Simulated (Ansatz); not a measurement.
Consider WSe2 (space group P6_3/mmc, No. 194; a = 3.230 Å, c = 12.411 Å; layered, stacked along the Cartesian z axis). Axes: x lies along a and z along c of the hexagonal cell.

Computed with PBEsol-D3(BJ) (Ansatz, a first-principles code), scalar-relativistic without spin-orbit coupling.

Before the change:

- Shortest interatomic distance = 2.511 Å
- Band gap = 0.67 eV

It is then changed as follows: biaxial strain +2.40 %, plane normal [001], relaxed out of plane (Cartesian); in-plane vectors clamped, the third vector and the atoms free.

Question: Estimate the effect on the ratio −ε⊥/ε∥, shortest interatomic distance, in-plane stress and band gap.

Answer: The ratio −ε⊥/ε∥ is 0.39; the shortest interatomic distance increases by 0.014 Å to 2.525 Å; the mean in-plane stress (compression positive) is -5.6 GPa; the band gap is still 0.67 eV.

Spin-orbit coupling, missing from the scalar runs, can matter with W. Semilocal Kohn–Sham gaps tend to fall short of experiment. No phonon test of stability was made.
